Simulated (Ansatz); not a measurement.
The starting structures come from a database of crystals and need not be the phases stable at ambient conditions.

By PBEsol, the system below comes out a metal.

The ballistic (Sharvin) conductance counts the channels at the Fermi level: G/A = (e²/h) × channels of both spins per area.

Here is the system:

```
CELL_PARAMETERS angstrom
      5.72606     0.00000     0.00000
      2.86303     5.41837     0.00000
      0.00000     0.00000     5.74132
ATOMIC_POSITIONS crystal
  Ni 0.11534 0.76932 0.00000
  Ni 0.88466 0.23068 0.00000
  Ni 0.38466 0.23068 0.50000
  Ni 0.61534 0.76932 0.50000
  Ge 0.15493 0.00000 0.34267
  Ge 0.84507 0.00000 0.65733
  Ge 0.34507 0.00000 0.84267
  Ge 0.65493 0.00000 0.15733
  Ge 0.49488 0.50000 0.25000
  Ge 0.50512 0.50000 0.75000
  Ge 0.00512 0.50000 0.75000
  Ge 0.99488 0.50000 0.25000
```

Space group of this cell: Cmce. The cell is taken as given; by PBEsol its mean pressure is -1.5 GPa.

The current flows along the normal of the first two printed cell vectors. No spin-orbit coupling; the value is a mean over 0.1 eV about the Fermi level.

Question: State the ballistic conductance per area according to Ansatz (an electronic-structure program) with PBEsol.

Answer: 0.67 × 10¹⁵ S/m² for both spins.
